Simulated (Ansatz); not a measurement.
Consider the formation energy of PbO2 (rutile, P4₂/mnm) from the elements. Reaction: Pb (fcc) + O2 (gas) → PbO2 (rutile). The sign is products less reactants. The value is per atom of the solid.

PbO2 (rutile, P4₂/mnm), 6 atoms in the cell; metallic (partly filled levels) with PBE. Conventional cell: a = b = 5.029 Å, c = 3.441 Å, α = β = γ = 90.00°.

Setting: static, neutral cells in Ansatz (PAW) whose structures rest at the PBE+D3(BJ) level. Ansatz (an electronic-structure program) runs with its default PAW set. Other levels take these structures. The lattices are those relaxed with PBE+D3(BJ), so at other levels the solids can be strained, which adds to the spread. A dispersion term (D3(BJ), or D4 for r2SCAN) was computed beside these levels and is taken off wherever the name lacks it. Spin-orbit coupling is left out.

Measured enthalpy at 298 K, from tabulated formation enthalpies: -0.95 eV/atom (as tabulated in Friedrich and co-workers, 2018, arXiv:1811.08952). It holds thermal and zero-point parts that the computed values lack, which would shift all levels alike, taken here as about 0.04 eV/atom at most.

Question: Give the error of each level (PBE, LDA, PBEsol, RPBE, r2SCAN) against measurement.

Answer: 
```tsv
Level	computed (eV/atom)	computed less measured
r2SCAN	-0.96	-0.01
PBEsol	-0.87	0.08
LDA	-1.10	-0.15
PBE	-0.79	0.16
RPBE	-0.64	0.31
```

r2SCAN comes closest as the numbers stand, but a common shift within 0.04 eV/atom could hand that to PBEsol; RPBE misses by 0.31 eV/atom.
